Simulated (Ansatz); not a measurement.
The reference is CsSnI₃ in the cubic perovskite structure (space group Pm-3m, No. 221).

```
CsSnI3
1.0
    6.22511     0.00000     0.00000
    0.00000     6.22511     0.00000
    0.00000     0.00000     6.22511
Cs Sn I
1 1 3
Cartesian
  0.00000   0.00000   0.00000
  3.11255   3.11255   3.11255
  0.00000   3.11255   3.11255
  3.11255   3.11255   0.00000
  3.11255   0.00000   3.11255
```

Level of theory: plane-wave PAW DFT at the r2SCAN level (Ansatz, a first-principles code, 500 eV), no spin-orbit coupling, earlier PAW set.

For the base:

Lattice parameter a: 6.225 Å

It is then changed as follows: a hydrostatic pressure of 1.5 GPa.

Problem. What happens to the mean gap deformation potential ΔEg/Δln V?

Solution. The mean gap deformation potential ΔEg/Δln V is +5.1 eV.

Problem. What does the calculation give for the lattice parameter a after the change?

Solution. The lattice parameter a falls by 0.151 Å to 6.074 Å.

Spin-orbit coupling, missing from the scalar runs, can matter with I. Load acts through the strain it causes; cell and atoms are relaxed under it. No phonon test of stability was made. Many cubic perovskites are stable only at high temperature; tilts and polar distortions were not tested.
